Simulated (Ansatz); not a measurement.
## Response to strain in Pt

Take Pt in the fcc (Cu type) structure (space group Fm-3m, No. 225; a = 3.942 Å; relaxed with 0.1 eV smearing) as the base. Axes: x, y, z lie along the cube axes.

Strains are applied to the cell and any free atomic positions relax.

Level of theory: r2SCAN (Ansatz, a program for electronic structure), scalar-relativistic without spin-orbit coupling, earlier PAW set.

Candidates:
(a) isotropic strain +1.23 %
(b) uniaxial strain ε_yy = +5.45 %
(c) uniaxial strain ε_yy = −0.41 %
(d) strain tensor (xx, yy, zz, yz, xz, xy) = (+2.25, −0.84, +1.92, +1.08, +0.16, +0.94) %

Notes on the quantities. energy relative to the base: free energy F.

Task: Order them by energy relative to the base, lowest first.

Result: (c) uniaxial strain ε_yy = −0.41 % (+0.3 meV/atom), (a) isotropic strain +1.23 % (+17 meV/atom), (d) strain tensor (xx, yy, zz, yz, xz, xy) = (+2.25, −0.84, +1.92, +1.08, +0.16, +0.94) % (+18 meV/atom), (b) uniaxial strain ε_yy = +5.45 % (+42 meV/atom)…

Whether these cells are dynamically stable was not tested. The final runs are not spin-polarised. Pt lies near a magnetic instability that expansion can trigger; it was not tested.
